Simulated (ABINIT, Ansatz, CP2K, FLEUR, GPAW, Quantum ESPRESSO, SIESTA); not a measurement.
# TePb (Fm-3m, 2 atoms in the cell) computed with different codes at matched settings

Self-consistent single point, at a second geometry (lattice scaled by 0.98). First geometry:

```xyz
2
Lattice="0.0000 3.2961 3.2961 3.2961 0.0000 3.2961 3.2961 3.2961 0.0000" Properties=species:S:1:pos:R:3 pbc="T T T"
Te     0.0000     0.0000     0.0000
Pb     3.2961     3.2961     3.2961
```

Shared settings, as Ansatz (a program for electronic structure) writes them: kpoints.mp_grid.grid = 9 9 9; scf.occupations.method = fixed. Potentials and cutoffs stand in the table.

| code | model | ΔF from the first geometry (meV/atom) | pressure (GPa) | cutoff |
|---|---|---|---|---|
| Quantum ESPRESSO | PBE, PSlibrary ultrasoft (PBE) pseudopotentials | 11.3 | 1.65 | 55 Ry |
| SIESTA | GGA PBE, numerical atomic orbitals DZP, PseudoDojo PBE standard norm-conserving potentials (rewritten from UPF to PSML) | 15.4 | 2.60 | grid 400 Ry |
| GPAW | PBE, GPAW PAW datasets PBE (gpaw-data 1.0.1) | 7.4 | 1.85 | 550 eV |
| ABINIT | PBE, norm-conserving pseudopotentials (PseudoDojo nc-sr-05 PBE standard) | 9.6 | 2.06 | 1116 eV |
| FLEUR | PBE, all-electron FLAPW (FLEUR), scalar-relativistic valence | 11.5 | – | Kmax 3.8 1/bohr |
| Ansatz | PBE, default PAW files | 10.7 | 2.14 | default |
| CP2K | PBE, GPW, DZVP-MOLOPT-SR-GTH basis, GTH-PBE potentials (GTH_POTENTIALS) | 10.5 | 2.15 | grid 400 Ry |

For Quantum ESPRESSO (by 0.5 GPa) the energy change implies a higher mean pressure, against the two pressures, than for the other programs: a sign of finite-basis (Pulay) stress.

A dash marks a value that a program does not give, or that is left out as unsure.

On Ansatz's run: spin-orbit coupling is off.

The spread over the programs that give each value: ΔF from the first geometry within 8.0 meV/atom; pressure within 0.95 GPa.

SIESTA and CP2K use small atom-centred bases, whose incompleteness enters pressures, forces and empty levels differently from a plane-wave cutoff. FLEUR treats all electrons, but the usual bases taken here (sphere radii, linearisation, local orbitals, empty states) were not tested for convergence, so the values are no reference for the others. Ansatz's pressure is given at a fixed set of plane waves, as the other plane-wave codes print theirs.

This mesh misses zone-boundary points where a band edge of such crystals can lie, so no gaps are given.

The starting cell comes from a database of computed structures (which also holds hypothetical and non-ambient phases and stackings), without a prior relaxation at this level. Its lattice was rescaled by a random factor within 2.5 % of one. For this run, on top of that: lattice scaled by 0.98.

Left out of this page: Elk (not drawn, or without a comparable value).

Keys are those of Ansatz 0.2.
